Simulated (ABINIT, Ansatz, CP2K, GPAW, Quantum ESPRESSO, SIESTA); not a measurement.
One structure in several programs: Mg (P6_3/mmc, 4 atoms in the cell)

Self-consistent single point.

```xyz
4
Lattice="3.1571 0.0000 0.0000 -1.5786 2.7342 0.0000 0.0000 0.0000 10.2549" Properties=species:S:1:pos:R:3 pbc="T T T"
Mg     0.0000     0.0000     0.0000
Mg     0.0000     0.0000     5.1274
Mg     0.0000     1.8228     2.5637
Mg     1.5786     0.9114     7.6912
```

Shared settings, as Ansatz (a program for electronic structure) writes them: kpoints.mp_grid.grid = 8 8 3; scf.occupations.method = gaussian; scf.occupations.width = 0.136 eV. Potentials and cutoffs stand in the table.

| code | model | pressure (GPa) | cutoff |
|---|---|---|---|
| SIESTA | LDA PW92, numerical atomic orbitals DZP, PseudoDojo LDA standard norm-conserving potentials (rewritten from UPF to PSML) | 2.67 | grid 300 Ry |
| Ansatz | LDA (PW92), PAW files made with PBE | -0.75 | 420 eV |
| ABINIT | LDA (PW92), norm-conserving pseudopotentials (PseudoDojo nc-sr-04 LDA standard) | -0.69 | 42 Ha |
| CP2K | LDA (Pade form), GPW, DZVP-MOLOPT-SR-GTH basis, GTH-PADE potentials (GTH_POTENTIALS) | 0.39 | grid 1000 Ry |
| GPAW | LDA (Perdew-Wang 92), GPAW PAW datasets LDA (gpaw-data 1.0.1) | -0.75 | 800 eV |
| Quantum ESPRESSO | LDA (PZ), GBRV 1.5 ultrasoft (LDA) pseudopotentials | -0.75 | 40 Ry |

The spread over the programs that give each value: pressure within 3.42 GPa.

SIESTA and CP2K use small atom-centred bases, whose incompleteness enters pressures, forces and empty levels differently from a plane-wave cutoff. Ansatz's pressure is given at a fixed set of plane waves, as the other plane-wave codes print theirs. The same LDA comes in different parametrisations, which differ slightly. In the pressure, SIESTA (by 3.42) and CP2K (by 1.14) lie more than 1 GPa from the median of the plane-wave programs.

The starting cell comes from a database of computed structures (which also holds hypothetical and non-ambient phases and stackings), without a prior relaxation at this level. Its lattice was rescaled by a random factor within 2.5 % of one.

Left out of this page: Elk and FLEUR (not drawn, or without a comparable value).

Keys are those of Ansatz 0.2.
